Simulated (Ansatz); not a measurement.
A self-consistent single point of PtAl2 (Fm-3m, 3 atoms in the cell) with Ansatz (a program for electronic structure).

Method of the run: PBE (plane waves, PAW; Ansatz).

```xyz
3
Lattice="0.0000 3.0212 3.0212 3.0212 0.0000 3.0212 3.0212 3.0212 0.0000" Properties=species:S:1:pos:R:3 pbc="T T T"
Al     1.5106     1.5106     1.5106
Al     4.5318     4.5318     4.5318
Pt     0.0000     0.0000     0.0000
```

Reference input (self-consistent single point, DFT, PBE, plane waves, default PAW files): basis.ecutwfc = 30.9 Ry; kpoints.mp_grid.grid = 13 13 13; hamiltonian.xc = pbe; hamiltonian.pseudopotentials = {kind: paw} (the program's default PAW files); scf.occupations.method = fermi_dirac; scf.occupations.width = 0.01 Ry. This run's input differs from it in these lines:

Ansatz 0.2 input:
```diff
@@ -12,3 +12,3 @@
 kpoints:
-  mp_grid: { grid: [13, 13, 13] }
+  mp_grid: { grid: [5, 5, 5] }
 hamiltonian:
```

Log, with long lists cut:

```
SCF iter   1: F=—  HF=-13600.624623 eV  |F-HF|=—  |Δ(HF+E_count)|=         —  Δρ=1.95e-3  dr2=1.19e-3  ethr=1.77e-3  ⟨swp⟩=5.5  Hψ=831  notcnv=0
all-band conjugate gradients solve this SCF's bands
preconditioner: auto → Kerker (q_TF=auto, 2.375 Å⁻¹)
SCF iter   2: F=—  HF=-13600.625111 eV  |F-HF|=—  |Δ(HF+E_count)|=   4.88e-4  Δρ=8.11e-4  dr2=1.36e-4  ethr=4.97e-6  ⟨swp⟩=2.6  Hψ=351  notcnv=0
SCF iter   3: F=—  HF=-13600.625280 eV  |F-HF|=—  |Δ(HF+E_count)|=   1.69e-4  Δρ=4.36e-4  dr2=4.90e-5  ethr=5.67e-7  ⟨swp⟩=1.1  Hψ=161  notcnv=0
SCF iter   4: F=—  HF=-13600.625301 eV  |F-HF|=—  |Δ(HF+E_count)|=   2.13e-5  Δρ=5.91e-5  dr2=1.78e-6  ethr=2.04e-7  ⟨swp⟩=2.1  Hψ=236  notcnv=0
iter 5 did not close the SCF: its close was put off for the readings that it lacked (scf_convergence_deferred on its scf_iter line)
SCF iter   5: F=-13600.625303 eV  HF=-13600.625303 eV  |F-HF|=1.12e-7  |Δ(HF+E_count)|=   1.91e-6  Δρ=1.03e-5  dr2=7.89e-8  ethr=7.42e-9  ⟨swp⟩=2.1  Hψ=236  notcnv=0
SCF iter   6: F=-13600.625303 eV  HF=-13600.625303 eV  |F-HF|=9.75e-9  |Δ(HF+E_count)|=   1.20e-7  Δρ=4.68e-6  dr2=2.22e-8  ethr=3.29e-10  ⟨swp⟩=2.4  Hψ=551  notcnv=0
SCF 1 converged in 6 iterations: F = -13600.625303 eV  dr2 = 2.22e-8
Free energy (F): -13600.625303 eV
Internal energy: -13600.528258 eV  (E = F + TS)
E sigma→0 (E₀):  -13600.576781 eV
Entropy (-TS):   -0.097045 eV (-32.348 meV/atom)
Fermi energy:    10.480784 eV
--- Forces (eV/Å), atoms counted from 1 ---
  atom   1  Al    -0.00000000    -0.00000000     0.00000000
   [... zero for the other atoms too ...]
--- Stress (GPa, compression-positive) ---
       -5.181519       0.000000       0.000000
        0.000000      -5.181519       0.000000
       -0.000000       0.000000      -5.181519
  P = ⅓ Tr σ = -5.1815 GPa (-51.815 kbar)
  The stress holds the Pulay correction. Without it, at fixed plane waves, as pw.x and ABINIT print it: P = -5.2310 GPa
```

The run converged in 6 iterations. Against the reference run the free energy goes up by 11.9 meV/atom and the pressure goes from -5.53 to -5.18 GPa.

The starting cell has typed, rounded lattice constants, without a prior relaxation at this level. Its lattice was rescaled by a random factor within 2.5 % of one. Spin polarisation is off. With a pressure of about -5 GPa the cell is away from its equilibrium volume at this level. Ansatz's pressure includes its estimate of the finite-basis (Pulay) stress.
